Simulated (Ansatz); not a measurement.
The parent structure is AlN in the zinc blende structure (space group F-43m, No. 216; a = 4.403 Å).

The values are results of PBE (Ansatz, a program for electronic structure; PAW; 420 eV plane waves; without spin-orbit coupling), not measurements.

For the base:

| Property | Value |
|---|---|
| Gap character | indirect, Γ → X |
| Smallest direct gap | 3.98 eV |

One thing is altered: every lattice vector is stretched by 0.50 %, atoms relaxed at fixed cell.

Q: What happens to the gap character, energy relative to the base and smallest direct gap?

A: The gap character is still indirect, Γ → X; the energy grows by 1.4 meV/atom; the smallest direct gap decreases by 0.13 eV (3.98 eV → 3.85 eV).

The cells carry an imposed strain or load. Whether these cells are dynamically stable was not tested. This is not the structure that AlN has at room temperature and ambient pressure.
